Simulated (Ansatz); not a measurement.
GaN, response to strain

Take GaN in the wurtzite structure (space group P6_3mc, No. 186; a = 3.183 Å, c = 5.184 Å) as the base. Axes: x lies along a and z along c of the hexagonal cell.

Strains are applied to the cell and any free atomic positions relax; under biaxial strain the out-of-plane vector relaxes too.

Levels (all Ansatz, an electronic-structure program, PAW, earlier PAW set): r2SCAN (500 eV, scalar-relativistic without spin-orbit coupling); HSE06 (420 eV, no SOC).

Band gaps by level, all at the geometries relaxed with r2SCAN:

```csv
case,r2SCAN,HSE06
base,2.35 eV,3.20 eV
"biaxial strain −2.25 %, plane normal [001], relaxed out of plane",2.43 eV,3.30 eV
isotropic strain +2.28 %,1.88 eV,2.68 eV
uniaxial strain ε_xx = −4.99 %,2.38 eV,3.26 eV
uniaxial strain ε_yy = +0.16 %,2.34 eV,3.18 eV
tensor shear ε_yz = −2.06 %,2.24 eV,3.08 eV
```

Single points use the geometry relaxed with r2SCAN. Whether these cells are dynamically stable was not tested.
